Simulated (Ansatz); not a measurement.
The starting structures come from a database of crystals and need not be the phases stable at ambient conditions.

 Where the default PAW files enter, the runs use the earlier of Ansatz's two default sets.

Tunnelling through a barrier is set by its complex band structure: the current falls as exp(−2κd) with the smallest κ.

```
CELL_PARAMETERS angstrom
      3.95952     0.00000     0.00000
      0.00000     6.45572    -0.06589
      0.00000     1.65524     5.19069
ATOMIC_POSITIONS crystal
  Pd 0.00000 0.50000 0.00000
  Pd 0.50000 0.00000 0.00000
  Cl 0.74460 0.68393 0.25689
  Cl 0.25540 0.31607 0.74311
  Cl 0.24460 0.81607 0.74311
  Cl 0.75540 0.18393 0.25689
```

Space group of this cell: P2_1/c. The cell was relaxed by PBE-D3(BJ); by PBEsol its mean pressure is -1.8 GPa.

Transport runs along the normal of the first two printed cell vectors.

The gap is the functional's own. No spin-orbit coupling. Mid-gap values are interpolated on the energy grid.

Task: Predict the band gap and the smallest decay constant κ at mid-gap from PBEsol (Ansatz, a program for electronic structure).

Result: Gap 0.51 eV on a 8×6×6 mesh; κ = 0.197 1/Å, at (0.000, 0.333) of the in-plane reciprocal vectors. At the zone centre, at the nearest computed energy, the slowest state has κ = 0.40 1/Å.
